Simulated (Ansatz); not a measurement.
## Effect of 3 layers on MgTe

Base system: MgTe in the wurtzite structure (space group P6_3mc, No. 186; a = 4.561 Å, c = 7.413 Å). Axes: x lies along a and z along c of the hexagonal cell.

The change: a free-standing slab of 3 layers (12 atoms, 4 a layer) is cut normal to the y axis, with 15 Å of vacuum and the in-plane cell held at bulk.

Calculations: plane-wave PAW DFT at the PBEsol level (Ansatz, a quantum-chemistry and plane-wave program, 420 eV), no SOC. k-mesh 7×5×1 (Γ-centred); smearing 0.05 eV (Fermi–Dirac), for the changed cell.

- Shortest interatomic distance: 2.667 Å (base 2.787 Å)
- Band gap: 2.45 eV (base 2.39 eV)
- Gap character: direct at Γ
- Valence-band top at Γ (three highest levels, from the VBM): 0.00, -0.07, -0.13 eV (base 0.00, -0.02, -0.02 eV)
- Excess energy per area of both faces (slab less bulk energy over the cell's area: twice a surface energy): 0.66 J/m²
- Thickness between the outermost nuclei: 9.75 Å
- Change of the spacing d12 from its bulk value of 1.317 Å: -21.8 %
- Change of the spacing d23 from its bulk value of 2.633 Å: +1.8 %

Final structure:

```xyz
12
Lattice="4.5609 0.0000 0.0000 0.0000 7.4130 0.0000 0.0000 0.0000 24.2164" Properties=species:S:1:pos:R:3 pbc="T T T"
Mg     2.2805     7.8213     8.2486
Te     2.2805     2.8751     7.2338
Mg     4.5609     3.5489     8.6456
Te     4.5609     6.4041     8.8958
Mg     4.5609     7.2689    11.5636
Te     4.5609     2.6557    11.3393
Mg     6.8414     3.5625    12.6528
Te     6.8414     6.3622    12.8771
Mg     6.8414     7.2553    15.5708
Te     6.8414     2.6976    15.3206
Mg     9.1219     4.1149    15.9678
Te     9.1219     6.5815    16.9826
```

The excess energy carries the mismatch between the slab's and the bulk's meshes. Spin-orbit coupling, missing from the scalar runs, can matter with Te. Stability against distortions was not tested. k-point labels follow each cell's own Brillouin zone.
